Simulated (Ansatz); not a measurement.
Harmonic thermodynamics of Cs2ZrI6 (Fm-3m)

Per mole of formula units at the relaxed static volume; finite displacements on a 2×2×2 mesh, PBEsol density-functional theory in Ansatz (plane waves, PAW), k mesh 4×4×4; sums on an interpolated 4×4×4 mesh. The cell is a database entry relaxed within its symmetry; it need not be the phase found at ambient conditions. Dynamical quadrupoles are not included in the interpolation of the phonons between the solved wave vectors. Spin-orbit coupling is not included. Zero-point energy 11.02 kJ/mol.

```json
[
 {"T (K)": "100", "F_vib (kJ/mol)": "-4.42", "S (J/mol/K)": "294.4", "C_V (J/mol/K)": "201.3"},
 {"T (K)": "150", "F_vib (kJ/mol)": "-21.37", "S (J/mol/K)": "378.6", "C_V (J/mol/K)": "212.8"},
 {"T (K)": "200", "F_vib (kJ/mol)": "-41.92", "S (J/mol/K)": "440.5", "C_V (J/mol/K)": "217.5"},
 {"T (K)": "250", "F_vib (kJ/mol)": "?", "S (J/mol/K)": "?", "C_V (J/mol/K)": "?"},
 {"T (K)": "300", "F_vib (kJ/mol)": "-90.71", "S (J/mol/K)": "529.5", "C_V (J/mol/K)": "221.1"},
 {"T (K)": "400", "F_vib (kJ/mol)": "-147.00", "S (J/mol/K)": "593.3", "C_V (J/mol/K)": "222.4"},
 {"T (K)": "600", "F_vib (kJ/mol)": "-275.31", "S (J/mol/K)": "683.7", "C_V (J/mol/K)": "223.3"},
 {"T (K)": "800", "F_vib (kJ/mol)": "-418.79", "S (J/mol/K)": "748.0", "C_V (J/mol/K)": "223.7"},
 {"T (K)": "1000", "F_vib (kJ/mol)": "-573.57", "S (J/mol/K)": "798.0", "C_V (J/mol/K)": "223.8"}
]
```

Q: Complete the blanks.

A: 
- 250, F_vib (kJ/mol): -65.21
- 250, S (J/mol/K): 489.3
- 250, C_V (J/mol/K): 219.8

The crystal is held in this phase throughout; melting and phase transitions are not modelled.

The PAW data sets were generated under PBE and serve the other functionals too.

Ansatz is a quantum-chemistry and plane-wave program.
